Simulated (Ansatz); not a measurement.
The starting structures come from a database of crystals and need not be the phases stable at ambient conditions.

 Where the default PAW files enter, the runs use the earlier of Ansatz's two default sets.

Inside the gap of an insulator the Bloch states are evanescent, with a wavenumber k + iκ along the transport direction.

Data:

```xyz
4
Lattice="4.0024 0.0000 0.0000 0.0000 6.5778 0.0000 2.0012 0.0000 3.3622" Properties=species:S:1:pos:R:3 pbc="T T T"
Al     2.0012     6.5733     1.1207
Al     4.0024     3.2844     2.2415
As     2.0012     4.1090     1.1207
As     4.0024     0.8201     2.2415
```

Space group of this cell: Cmc2_1. The cell is strained (lengths along the current scaled by 0.97, ions clamped); by PBEsol its mean pressure is 2.5 GPa.

Transport runs along the normal of the first two printed cell vectors.

No gap correction and no spin-orbit coupling; mid-gap values are interpolated between computed energies.

Q: Give the band gap and the smallest decay constant κ at mid-gap that Ansatz (a program for electronic structure) with PBEsol yields.

A: Gap 1.43 eV on a 10×6×10 mesh; κ = 0.120 1/Å, at the zone centre.
